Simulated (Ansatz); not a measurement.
A self-consistent single point of F₂ (P1, 4 atoms in the cell) with Ansatz (an electronic-structure program).

Method of the run: PBEsol, default PAW files made with PBE (plane waves; Ansatz).

```xyz
4
Lattice="2.5691 -1.5919 0.0000 2.5691 1.5919 0.0000 -0.5649 0.0000 6.6307" Properties=species:S:1:pos:R:3 pbc="T T T"
F      3.5445     0.5086     4.0149
F      1.0288    -0.5086     2.6658
F      0.7463     0.5086     5.9812
F      3.8270    -0.5086     0.6495
```

Reference input (self-consistent single point, DFT, PBEsol, plane waves, default PAW files made with PBE): basis.ecutwfc = 420 eV; kpoints.mp_grid.grid = 9 9 4; hamiltonian.xc = pbesol; hamiltonian.pseudopotentials = {kind: paw} (the program's default PAW files); scf.occupations.method = fermi_dirac; scf.occupations.width = 0.01 eV. This run's input differs from it in these lines:

Ansatz 0.2 input:
```diff
@@ -14,3 +14,3 @@
 kpoints:
-  mp_grid: { grid: [9, 9, 4] }
+  mp_grid: { grid: [5, 5, 2], shift: [0.5, 0.5, 0.5] }
 hamiltonian:
```

Output, abridged:

```
SCF iter   1: F=—  HF=-3190.531868 eV  |F-HF|=—  |Δ(HF+E_count)|=         —  Δρ=1.17e-2  dr2=3.19e-2  ethr=1.77e-3  ⟨swp⟩=5.2  Hψ=1985  notcnv=0
all-band conjugate gradients solve this SCF's bands
preconditioner: auto → none
SCF iter   2: F=—  HF=-3190.521609 eV  |F-HF|=—  |Δ(HF+E_count)|=   1.03e-2  Δρ=2.77e-3  dr2=1.28e-3  ethr=1.14e-4  ⟨swp⟩=2.0  Hψ=992  notcnv=0
   [... lines left out ...]
SCF iter   5: F=—  HF=-3190.521594 eV  |F-HF|=—  |Δ(HF+E_count)|=   6.68e-5  Δρ=5.49e-4  dr2=1.02e-4  ethr=2.64e-6  ⟨swp⟩=2.0  Hψ=479  notcnv=0
SCF iter   6: F=—  HF=-3190.521591 eV  |F-HF|=—  |Δ(HF+E_count)|=   3.29e-6  Δρ=1.37e-4  dr2=5.62e-6  ethr=3.65e-7  ⟨swp⟩=1.0  Hψ=450  notcnv=0
SCF iter   7: F=—  HF=-3190.521528 eV  |F-HF|=—  |Δ(HF+E_count)|=   6.32e-5  Δρ=2.63e-5  dr2=9.08e-8  ethr=3.57e-10  ⟨swp⟩=3.0  Hψ=1792  notcnv=0
SCF iter   8: F=-3190.521528 eV  HF=-3190.521528 eV  |F-HF|=6.08e-8  |Δ(HF+E_count)|=   1.72e-7  Δρ=1.25e-5  dr2=1.71e-8  ethr=3.24e-10  ⟨swp⟩=1.8  Hψ=1358  notcnv=0
SCF 1 converged in 8 iterations: F = -3190.521528 eV  dr2 = 1.71e-8
Free energy (F): -3190.521528 eV
Internal energy: -3190.521528 eV  (E = F + TS)
E sigma→0 (E₀):  -3190.521528 eV
Fermi energy:    -1.384913 eV
--- Forces (eV/Å), atoms counted from 1 ---
  atom   1  F      0.05784693     0.68146780    -1.63577833
  atom   2  F     -0.05892876    -0.68324497     1.61908878
  atom   3  F     -0.01567626     0.25376942     0.50597110
  atom   4  F      0.01676026    -0.25197359    -0.48933226
--- Stress (GPa, compression-positive) ---
        1.426200      -0.086595       0.455853
       -0.086596      -0.370990       1.979878
        0.455830       1.979893      -8.001388
  P = ⅓ Tr σ = -2.3154 GPa (-23.154 kbar)
  The stress holds the Pulay correction. Without it, at fixed plane waves, as pw.x and ABINIT print it: P = -3.4764 GPa
```

The run converged in 8 iterations. Against the reference run the free energy is nearly the same (within 1 meV/atom), the pressure stays at -2.32 GPa, the largest force moves little (1.774 to 1.773 eV/Å) and the gap on the mesh goes from 2.260 to 2.438 eV.

The starting cell comes from a database of computed structures (which also holds hypothetical and non-ambient phases and stackings), without a prior relaxation at this level. Its lattice was rescaled by up to half a per cent. One atom was moved a little off its site on purpose. Forces in this geometry exceed 1 eV/Å. Ansatz's pressure includes its estimate of the finite-basis (Pulay) stress. Without the estimate this run gives -3.48 GPa. Another mesh or the band path of this cell gives a smaller gap, so this value is not converged in the mesh.
